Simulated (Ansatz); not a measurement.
The cell is built on a prototype and need not be the phase stable at ambient conditions.

By r2SCAN, the system below comes out a metal.

The ballistic (Sharvin) conductance counts the channels at the Fermi level: G/A = (e²/h) × channels of both spins per area.

Input:

```
Zr2C
1.0
    3.60398     0.00000     0.00000
    0.00000     6.90451     0.00000
    0.00000     0.00000     3.60398
Zr C
4 2
Direct
  0.00000   0.00000   0.00000
  0.50000   0.00000   0.50000
  0.00000   0.62996   0.50000
  0.50000   0.37004   0.00000
  0.00000   0.27123   0.50000
  0.50000   0.72877   0.00000
```

Space group of this cell: P4/nmm. The cell was relaxed by PBE-D3(BJ); by r2SCAN its mean pressure is 4.8 GPa.

The current flows along the normal of the first two printed cell vectors. No spin-orbit coupling; the value is a mean over 0.1 eV about the Fermi level.

Q: Give the ballistic conductance per area that r2SCAN (Ansatz, an electronic-structure program) yields.

A: 0.59 × 10¹⁵ S/m² for both spins.
